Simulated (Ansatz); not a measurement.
Ti3Al under a change: pressure 45 GPa

Start from Ti3Al (space group P6_3/mmc, No. 194; a = 5.755 Å, c = 4.655 Å).

Now apply this change: cell and atoms relaxed at a pressure of 45 GPa.

The values are results of PBE/PAW in Ansatz (a quantum-chemistry and plane-wave program), spin-orbit coupling left out, earlier PAW set, not measurements. Γ-centred 10×10×10 mesh, Fermi–Dirac width 0.05 eV.

The density goes up by 1.21 g/cm³ (4.24 g/cm³ → 5.45 g/cm³) and the c/a ratio goes up by 0.009 (0.809 → 0.818). The shortest interatomic distance decreases by 0.238 Å to 2.586 Å and the enthalpy H = E + PV relative to the base's energy comes out as +4.08 eV/atom. The band gap remains zero.

Final structure:

```
CELL_PARAMETERS angstrom
      5.27527     0.00000     0.00000
     -2.63763     4.56852     0.00000
      0.00000     0.00000     4.31438
ATOMIC_POSITIONS crystal
  Ti 0.83010 0.66020 0.25000
  Ti 0.16990 0.83010 0.75000
  Ti 0.33980 0.16990 0.25000
  Ti 0.16990 0.33980 0.75000
  Ti 0.83010 0.16990 0.25000
  Ti 0.66020 0.83010 0.75000
  Al 0.33333 0.66667 0.25000
  Al 0.66667 0.33333 0.75000
```

Load acts through the strain it causes; cell and atoms are relaxed under it. Whether these cells are dynamically stable was not tested. No other phases were tried under pressure. All final runs are without spin polarisation.
